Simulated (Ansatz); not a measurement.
Pressure series in GaAs

Take GaAs in the zinc blende structure (space group F-43m, No. 216; a = 5.6656 Å) as the base.

Cell and atoms are relaxed at each pressure.

Computed with DFT with r2SCAN, PAW potentials and a 500 eV plane-wave cutoff in Ansatz (a first-principles code), no spin-orbit coupling, earlier PAW set.

Computed cases, in order: pressure −2 GPa; pressure −1 GPa; 0 GPa (base); pressure 0.9 GPa; pressure 2.1 GPa; pressure 4.5 GPa; pressure 9 GPa; pressure 15 GPa; pressure 22.5 GPa; pressure 30 GPa.

Between which two neighbouring cases does the gap turn between direct and indirect?

Between pressure 4.5 GPa (1.42 eV, direct at Γ) and pressure 9 GPa (1.56 eV, indirect, Γ → Γ–X (87 % along)). The whole series: pressure −2 GPa: 0.73 eV, direct at Γ; pressure −1 GPa: 0.86 eV, direct at Γ; 0 GPa (base): 0.97 eV, direct at Γ; pressure 0.9 GPa: 1.07 eV, direct at Γ; pressure 2.1 GPa: 1.19 eV, direct at Γ; pressure 4.5 GPa: 1.42 eV, direct at Γ; pressure 9 GPa: 1.56 eV, indirect, Γ → Γ–X (87 % along); pressure 15 GPa: 1.46 eV, indirect, Γ → Γ–X (87 % along); pressure 22.5 GPa: 1.34 eV, indirect, Γ → X; pressure 30 GPa: 1.23 eV, indirect, Γ → X.

Load acts through the strain it causes; cell and atoms are relaxed under it. Whether these cells are dynamically stable was not tested. Measured, GaAs leaves this structure (for a Cmcm phase) near 15 GPa (room temperature; as listed in arXiv:1906.07825).
